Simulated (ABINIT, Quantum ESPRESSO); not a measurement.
An ABINIT input for a self-consistent single point of SiC (P6_3mc, 4 atoms in the cell) (DFT, LDA (PW92), plane waves, PAW (JTH v2.0 LDA PAW)):

```
# SiC, JTH v2.0 LDA PAW
pp_dirpath "./"
pseudos "Si.LDA_PW-JTH.xml, C.LDA_PW-JTH.xml"
acell 3*1.0
rprim
         5.7081934720    0.0000000435    0.0000000000
        -2.8540967737    4.9434405347    0.0000000000
         0.0000000000    0.0000000000    9.3701540766
natom 4
ntypat 2
znucl 14 6
typat 1 1 2 2
xcart
        -0.0000000251    3.2956270376    4.6813289767
         2.8540967234    1.6478135406    9.3664060150
        -0.0000000251    3.2956270376    8.2026328787
         2.8540967234    1.6478135406    3.5175558404
ecut 42 Ry
pawecutdg 84 Ry
ixc 7
occopt 1
nband 10
kptopt 1
ngkpt 13 13 7
nshiftk 1
shiftk 0 0 0
nstep 100
tolvrs 1.0e-10
diemac 6
prtwf 0
prtden 0
prtvol 1
enunit 2
```

Task: Write the same calculation as an input for Quantum ESPRESSO.

Result: One input that does it (others would too):

```fortran
&CONTROL
    calculation = 'scf',
    outdir = './work',
    pseudo_dir = './',
    tprnfor = .true.,
    tstress = .true.,
/
&SYSTEM
    ibrav = 4,
    celldm(1) = 5.7081934720,
    celldm(3) = 1.641527065025,
    nat = 4,
    ntyp = 2,
    ecutwfc = 40,
    ecutrho = 200,
    occupations = 'fixed',
    nbnd = 10,
/
&ELECTRONS
    conv_thr = 1.0d-10,
/
ATOMIC_SPECIES
Si    28.0850  si_lda_v1.uspp.F.UPF
C     12.0110  c_lda_v1.2.uspp.F.UPF
ATOMIC_POSITIONS {bohr}
Si    0.0000000000    3.2956270376    4.6813289767
Si    2.8540967360    1.6478135188    9.3664060150
C     0.0000000000    3.2956270376    8.2026328787
C     2.8540967360    1.6478135188    3.5175558404
K_POINTS {automatic}
13 13 7  0 0 0
```

Basis, cutoffs, solver keys and any potentials are the target program's own. This input uses DFT, LDA (PZ), plane waves, GBRV 1.5 ultrasoft (LDA) pseudopotentials. LDA parametrisations can differ slightly between programs.

The starting cell comes from a database of computed structures (which also holds hypothetical and non-ambient phases and stackings), without a prior relaxation at this level. Its lattice was rescaled by a random factor within 2.5 % of one.
